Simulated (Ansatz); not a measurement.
Take SiC in the wurtzite structure (space group P6_3mc, No. 186) as the base.

```xyz
4
Lattice="3.0755 0.0000 0.0000 -1.5377 2.6634 0.0000 0.0000 0.0000 5.0486" Properties=species:S:1:pos:R:3 pbc="T T T"
Si     1.5377     0.8878     0.0025
Si     0.0000     1.7756     2.5268
C      1.5377     0.8878     3.1539
C      0.0000     1.7756     0.6296
```

Cartesian axes are those of the cell as printed.

Computed with r2SCAN (Ansatz, a quantum-chemistry and plane-wave program; PAW; 500 eV plane waves; without spin-orbit coupling), earlier PAW set.

One thing is altered: an isotropic linear strain of +0.95 %, atoms relaxed at fixed cell.

**Question.** Predict the stress tensor and what it implies for the stiffness.

**Answer.** Stress of the strained cell less that of the base (GPa, compression positive):
```
  -6.18    0.00    0.00
   0.00   -6.18    0.00
   0.00    0.00   -6.01
```

Then B = −ΔP/(ΔV/V₀) with ΔV/V₀ = 0.0288 gives secant stiffness values (nonlinear terms included at this strain): B (at held cell shape, above the free-shape value) ≈ 213 GPa.

As a check, the harmonic strain energy −½ V₀ Δσ:ε is 5.6 meV/atom; the computed energy rise is 5.8 meV/atom.

Whether these cells are dynamically stable was not tested.
